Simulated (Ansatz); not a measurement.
Data:

End structure of Au on the 1x1 (110) surface of bcc W, one in a 2x2 cell, started at the site 'bridge W-W (span 3.2 Å)':

```xyz
17
Lattice="5.5154 0.0000 0.0000 -1.8385 5.1999 0.0000 0.0000 0.0000 26.0000" Properties=species:S:1:pos:R:3 pbc="T T T"
W      0.9192     1.3000     9.6951
W      0.0000     3.8999     9.6951
W      3.6769     1.3000     9.6951
W      2.7577     3.8999     9.6951
W      0.0000     0.0000    11.8698
W     -0.9192     2.6000    11.8698
W      2.7577     0.0000    11.8698
W      1.8385     2.6000    11.8698
W      0.9192     1.3000    14.1387
W      0.0000     3.8999    14.1369
W      3.6769     1.3000    14.1369
W      2.7577     3.8999    14.0972
W     -0.0343    -0.0485    16.3097
W     -0.9157     2.5975    16.3375
W      2.7542     0.0025    16.3375
W      1.8727     2.6485    16.3097
Au     0.9192     1.3000    18.4258
```

Slab: 17 atoms, 6.6 Å thick at the start under the adsorbate (thin: gaps and levels are the slab's own); k 6x6x1, smearing 0.1 eV, dipole-corrected; 8 atoms held, the rest relaxed; start symmetry kept, larger cells not searched; no spin, no spin-orbit, no U, no dispersion correction. At the end it is bonded to 4 W. In PBE this state lies 0.04 eV over the lowest of the starts that converged ('hollow W-W-W').

A negative adsorption energy means that the adsorbate is more stable on the surface than in its reference.

Task: Predict the adsorption energy against an atom of fcc Au from PBE (Ansatz, a quantum-chemistry and plane-wave program).

Result: -0.51 eV

Task: Give the change of the work function at the level PBE.

Result: -0.58 eV

Task: Give the change of the step from the bottom to the top vacuum level, against the clean slab at the level PBE.

Result: -0.56 eV

Task: Predict the work function of the top face from PBE.

Result: 4.24 eV
